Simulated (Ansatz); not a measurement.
**A computed series for hypothetical cubic perovskite ZrZnO3: pressure series**

Base system: ZrZnO3 in the cubic perovskite structure (space group Pm-3m, No. 221; a hypothetical phase, not in the database extracts checked).

```xyz
5
Lattice="4.0720 0.0000 0.0000 0.0000 4.0720 0.0000 0.0000 0.0000 4.0720" Properties=species:S:1:pos:R:3 pbc="T T T"
Zn     0.0000     0.0000     0.0000
Zr     2.0360     2.0360     2.0360
O      0.0000     2.0360     2.0360
O      2.0360     2.0360     0.0000
O      2.0360     0.0000     2.0360
```

Cell and atoms are relaxed at each pressure.

Method: PBEsol/PAW in Ansatz (a program for electronic structure), scalar-relativistic without spin-orbit coupling.

Notes on the quantities. enthalpy: H = E + PV relative to the base's energy.

```tsv
case	lattice parameter a	enthalpy
base	4.072 Å	–
pressure −2 GPa	4.089 Å	-0.17 eV/atom
pressure −1 GPa	4.080 Å	-0.08 eV/atom
pressure 3 GPa	4.048 Å	+0.25 eV/atom
pressure 7 GPa	4.019 Å	+0.58 eV/atom
pressure 15 GPa	3.968 Å	+1.21 eV/atom
pressure 30 GPa	3.889 Å	+2.35 eV/atom
pressure 50 GPa	3.807 Å	+3.77 eV/atom
pressure 75 GPa	3.727 Å	+5.44 eV/atom
pressure 100 GPa	3.661 Å	+7.01 eV/atom
```

Load acts through the strain it causes; cell and atoms are relaxed under it. No phonon test of stability was made. Competing high-pressure phases were not computed. All final runs are without spin polarisation. Many cubic perovskites are stable only at high temperature; tilts and polar distortions were not tested.
